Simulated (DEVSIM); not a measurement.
Structure: abrupt Si n-p junction, at 250 K.

Layer 1 from the left is Si, thickness (μm) 0.660, Nd (cm⁻³) 1.9e16, τn (s) 4.6e-5, τp (s) 4.6e-5. Layer 2 from the left is Si, thickness (μm) 47.0, Na (cm⁻³) 8.7e17, τn (s) 4.6e-5, τp (s) 4.6e-5.

Left contact: ohmic. Right contact: ohmic. Voltage is applied to the left contact. Recombination: SRH at mid-gap, radiative. Mobility is μmin + (μ − μmin)/(1 + (N/Nref)^α).

The device is made up for the run: typed textbook-type constants, with dimensions and the other settings drawn at random. Values at 300 K; Nc and Nv go as T^1.5, mobilities as T to minus their exponent, the gap by Varshni's rule with the affinity fixed.

Si: gap (eV) 1.124, affinity (eV) 4.05, permittivity 11.7, Nc (cm⁻³) 2.86e19, Nv (cm⁻³) 3.1e19, μn (cm²/Vs) 1417, μp (cm²/Vs) 470, μn,min 52, μp,min 45, Nref,n 9.7e16, Nref,p 2.2e17, αn 0.68, αp 0.72, T exponent of μn 2.3, T exponent of μp 2.2, B (cm³/s) 4.7e-15, Varshni α (eV/K) 0.000473, Varshni β (K) 636.

Question: Estimate by hand the built-in potential, the peak field at zero bias, the capacitance at 1 V, and compare with a numerical solution.

Answer: 
- Built-in potential: ni = √(Nc Nv) exp(−Eg/2kT) = 8.01e7 cm⁻³ with Eg = 1.136 eV; Vbi = kT/q ln(Na Nd/ni²) = 0.913 V; numerical 0.913 V.
- Peak field at zero bias: depletion approximation: W = √(2εVbi/(qN)) = 0.252 μm with N = 1.86e16 cm⁻³; field = 2Vbi/W = 72500 V/cm; numerical 76900 V/cm (estimate below by 5.8 %).
- Capacitance at 1 V: C = √(qεN / 2(Vbi + |V|)) = 28.4 nF/cm²; numerical 28.7 nF/cm² (estimate below by 1.2 %).

Model (solved in DEVSIM): 1D drift-diffusion, Boltzmann statistics, complete ionisation; no tunnelling, impact ionisation, image-force lowering or self-heating.
